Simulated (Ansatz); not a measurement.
Base system: ZnS in the zinc blende structure (space group F-43m, No. 216).

```yaml
crystal:
  lattice:
    - [0.00000, 2.69520, 2.69520]
    - [2.69520, 0.00000, 2.69520]
    - [2.69520, 2.69520, 0.00000]
  atoms:
    - { symbol: S, position: [0.75000, 0.75000, 0.75000] }
    - { symbol: Zn, position: [0.00000, 0.00000, 0.00000] }
```

Cartesian axes are those of the cell as printed.

All numbers come from Kohn–Sham DFT with the r2SCAN functional, run in Ansatz (an electronic-structure program) with PAW and 500 eV plane waves, without spin-orbit coupling, earlier PAW set.

For the base:

| Property | Value |
|---|---|
| Band gap | 2.70 eV |
| Valence-band top at Γ | 0.00, 0.00, 0.00 eV |

The change: a pure shear with ε_xy = ε_yx = 0.0180; the atoms relax in the strained cell.

Question: How does this affect the band gap and valence-band top at Γ?

Answer: The band gap shrinks by 0.122 eV (2.70 eV → 2.57 eV); the valence-band top at Γ (three highest levels, from the VBM) changes from 0.00, 0.00, 0.00 eV to 0.00, -0.11, -0.20 eV.

Whether these cells are dynamically stable was not tested.
